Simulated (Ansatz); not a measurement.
System: hexagonal WC. Method: LDA+SOC (Ansatz, an electronic-structure program, plane waves, PAW).

Settings: plane-wave cutoff 520 eV, 24×24×22 k mesh (along the axes of the cell as run), Fermi–Dirac smearing 0.053 eV (set by the program), PAW data made under PBE.

Computed at the level's own relaxed cell.

Hill averages of the elastic tensor: K = 422.1 GPa, G = 304.9 GPa. Volume 10.118 Å³/atom, mean atomic mass 97.925 u.

Question: Work out the density, the sound velocities of a polycrystal and the elastic Debye temperature, and Pugh's ratio at this level.

Answer: ρ = 1.66054 × 97.925/10.118 = 16.071 g/cm³. v_l = √[(K + 4G/3)/ρ] = 7.181 km/s and v_t = √(G/ρ) = 4.356 km/s. The mean follows from 3/v_m³ = 1/v_l³ + 2/v_t³: v_m = 4.814 km/s. Θ_D = (ħ/k_B) v_m (6π²/V)^(1/3) = 76.38 K Å s/km × 4.814 × 1.8021 Å⁻¹ = 663 K, counting all atoms of the cell. K/G = 1.38, to be set beside Pugh's rough bound of 1.75 between brittle and ductile metals.
